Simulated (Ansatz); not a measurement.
GaN, pressure series

The parent structure is GaN in the wurtzite structure (space group P6_3mc, No. 186).

GaN is modelled in the hexagonal space group P6₃mc (No. 186), the wurtzite structure, Pearson symbol hP4. Lattice parameters: a = 3.2186 Å, b = 3.2186 Å, c = 5.2435 Å, α = 90.00°, β = 90.00°, γ = 120.00°. Ga on 2b has 4 N at 1.967–1.975 Å (tetrahedral). N on 2b sees 4 Ga at 1.967–1.975 Å (tetrahedral). (Neighbours: up to the widest gap in distance over summed covalent radii, below 1.35, at either atom; cation-cation and far metal-metal contacts left out.)

Cell and atoms are relaxed at each pressure.

Method: Ansatz (an electronic-structure program), PBE, PAW, cutoff 420 eV, no spin-orbit coupling, earlier PAW set.

Candidates:
(a) pressure 9 GPa
(b) pressure −2 GPa
(c) pressure 4.2 GPa

Base values:

* **Band gap**: 1.71 eV

Question: Order them by band gap, lowest first.

Answer: (b) pressure −2 GPa (1.63 eV), (c) pressure 4.2 GPa (1.86 eV), (a) pressure 9 GPa (2.02 eV)

Load acts through the strain it causes; cell and atoms are relaxed under it. Stability against distortions was not tested. Tetrahedral semiconductors of this kind turn to denser phases somewhere between about 1 and 50 GPa; those were not computed, so compressed cells here can lie past the real transition.
